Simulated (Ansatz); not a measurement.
System: CsCl-type NaI (model structure). Method: LDA (PAW; Ansatz, a quantum-chemistry and plane-wave program).

Numerical settings: plane-wave cutoff 500 eV, 8×8×8 k mesh, gaussian smearing 0.02 eV, scalar-relativistic PAW data made under PBE.

Cell (relaxed at this level):

```
CELL_PARAMETERS angstrom
      3.91234     0.00000     0.00000
      0.00000     3.91234     0.00000
      0.00000     0.00000     3.91234
ATOMIC_POSITIONS crystal
  Na 0.00000 0.00000 0.00000
  I  0.50000 0.50000 0.50000
```

Task: Give the computed band gap.

Result: 
* **band gap**: 2.18 eV (on the SCF k mesh)

Note: the relaxation could raise the start's symmetry but not lower it, so the cell can be a saddle point.

Spin–orbit coupling is not included; with these elements it can move the gap by several tenths of an eV or more.

Cost on a shared machine: around 9 core-seconds (rough).

A model structure was made by putting elements into a prototype or built by hand; it is no filed structure, need not be a known phase, and can be a saddle point held by its symmetry.
